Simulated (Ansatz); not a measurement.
A relaxation of the atoms of ZrSeS (P3m1, 3 atoms in the cell) with Ansatz (a program for electronic structure).

Computed with LDA (PW92), default PAW files made with PBE (plane waves; Ansatz).

The change in words: one atom moved by 0.15 angstrom; relax: default → atoms; relax.f_tol: default → 0.2 eV/Å. Reference geometry:
```
CELL_PARAMETERS angstrom
      3.76127     0.00000     0.00000
     -1.88064     3.25736     0.00000
      0.00000     0.00000     6.25352
ATOMIC_POSITIONS crystal
  Zr 0.00000 0.00000 0.01251
  Se 0.66667 0.33333 0.75338
  S  0.33333 0.66667 0.23411
```

Reference input (self-consistent single point, DFT, LDA (PW92), plane waves, default PAW files made with PBE): basis.ecutwfc = 420 eV; kpoints.mp_grid.grid = 8 8 4; hamiltonian.xc = lda; hamiltonian.pseudopotentials = {kind: paw} (the program's default PAW files); scf.occupations.method = fermi_dirac; scf.occupations.width = 0.02 eV. This run's input differs from it in these lines:

```diff
@@ -6,3 +6,3 @@
   atoms:
-    - { symbol: Zr, position_ang: [0.000000, 0.000000, 0.078232] }
+    - { symbol: Zr, position_ang: [0.000000, 0.000000, 0.228229] }
     - { symbol: Se, position_ang: [1.880637, 1.085784, 4.711280] }
@@ -18,2 +18,4 @@
   occupations: { method: fermi_dirac, width: 0.02 eV }
+relax:
+  f_tol: 0.2
 output:
```

The program printed (abridged):

```
   [... SCF lines of the steps left out ...]
relax step   1: F+E_penalty+E_count = -10334.41570985 eV  Δ(F+E_penalty+E_count) = +0.000e0 eV  max|allowed force component| = 1.750e0 eV/Å  Δτ_max = 0.0000 Å  (6 SCF iters, dr2 threshold 1.00e-4 eV, accepted)
relax step   2: F+E_penalty+E_count = -10334.44328276 eV  Δ(F+E_penalty+E_count) = -2.757e-2 eV  max|allowed force component| = 1.410e0 eV/Å  Δτ_max = 0.1973 Å  (6 SCF iters, dr2 threshold 1.00e-4 eV, accepted)
relax step   3: F+E_penalty+E_count = -10334.51895134 eV  Δ(F+E_penalty+E_count) = -7.567e-2 eV  max|allowed force component| = 7.463e-1 eV/Å  Δτ_max = 0.1413 Å  (6 SCF iters, dr2 threshold 1.00e-4 eV, accepted)
relax step   4: F+E_penalty+E_count = -10334.55510688 eV  Δ(F+E_penalty+E_count) = -3.616e-2 eV  max|allowed force component| = 1.453e-1 eV/Å  Δτ_max = 0.0766 Å  (5 SCF iters, dr2 threshold 1.00e-4 eV, accepted)
relax step   5: F+E_penalty+E_count = -10334.55510791 eV  Δ(F+E_penalty+E_count) = -1.026e-6 eV  max|allowed force component| = 1.455e-1 eV/Å  Δτ_max = 0.0000 Å  (4 SCF iters, accepted)
the relaxation is at rest under the 6 symmetry operations that the run kept from its start: a minimum is not shown …
Stability not checked: this state was not tested for a lower state beside it, because too few of the mixer's solves of this state at the end of the SCF gave a …
Free energy (F): -10334.555108 eV
Internal energy: -10334.555108 eV  (E = F + TS)
E sigma→0 (E₀):  -10334.555108 eV
Fermi energy:    7.328982 eV
--- Forces (eV/Å), atoms counted from 1 ---
  atom   1  Zr     0.00000000     0.00000000     0.05296160
  atom   2  Se     0.00000000     0.00000000    -0.14546739
   [... lines left out ...]
  F+E_penalty+E_count = -10334.55510791 eV   max|allowed force component| = 1.455e-1 eV/Å
  atoms:
    - { symbol: Zr, position: [5.255605754379986e-35, 1.0511211508759971e-34, 0.020998179430383773] }
    - { symbol: Se, position: [0.6666666666666666, 0.33333333333333326, 0.7694517269784353] }
    - { symbol: S, position: [0.3333333333333333, 0.6666666666666665, 0.23353624923718153] }
```

The run converged.  The full log also holds: “iter 5 did not close the SCF: its close was put off for the readings that it lacked (scf_convergence_deferred on its scf_iter line)”.

Summary of the result:
- Free energy E − TS (on the zero of these files) = -10334.5551 eV
- Top of the valence band (on the code's own zero) = 6.96 eV
- Gap on the k-point mesh = 0.75 eV
- Pressure = -2.67 GPa
- Largest force (vector length) = 0.145 eV/Å
- Relaxation steps = 5

The starting cell comes from a database of computed structures (which also holds hypothetical and non-ambient phases and stackings), without a prior relaxation at this level. Its lattice was rescaled by up to half a per cent. For this run, on top of that: one atom moved by 0.15 angstrom. The relaxation keeps the symmetry of its start, so its end need not be a minimum. Ansatz's pressure includes its estimate of the finite-basis (Pulay) stress.

Keys are those of Ansatz 0.2.
